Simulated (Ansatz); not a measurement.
**Sn: response to strain**

The parent structure is Sn in the diamond structure (space group Fd-3m, No. 227).

```
CELL_PARAMETERS angstrom
      0.00000     3.28324     3.28324
      3.28324     0.00000     3.28324
      3.28324     3.28324     0.00000
ATOMIC_POSITIONS crystal
  Sn 0.00000 0.00000 0.00000
  Sn 0.25000 0.25000 0.25000
```

Strains are applied to the cell and any free atomic positions relax.

All numbers come from r2SCAN (Ansatz, an electronic-structure program, PAW, without spin-orbit coupling).

Notes on the quantities. energy relative to the base: free energy F.

```csv
change,energy relative to the base,volume per atom,pressure
base,0 meV/atom,35.39 Å³,0.0 GPa
isotropic strain +0.50 %,+1.0 meV/atom,35.93 Å³,-0.6 GPa
isotropic strain +1.00 %,+4.1 meV/atom,36.46 Å³,-1.2 GPa
isotropic strain +1.50 %,+9.0 meV/atom,37.01 Å³,-1.7 GPa
isotropic strain +2.00 %,+16 meV/atom,37.56 Å³,-2.2 GPa
isotropic strain +2.50 %,+24 meV/atom,38.11 Å³,-2.6 GPa
isotropic strain +3.00 %,+34 meV/atom,38.67 Å³,-3.0 GPa
```

No phonon test of stability was made.
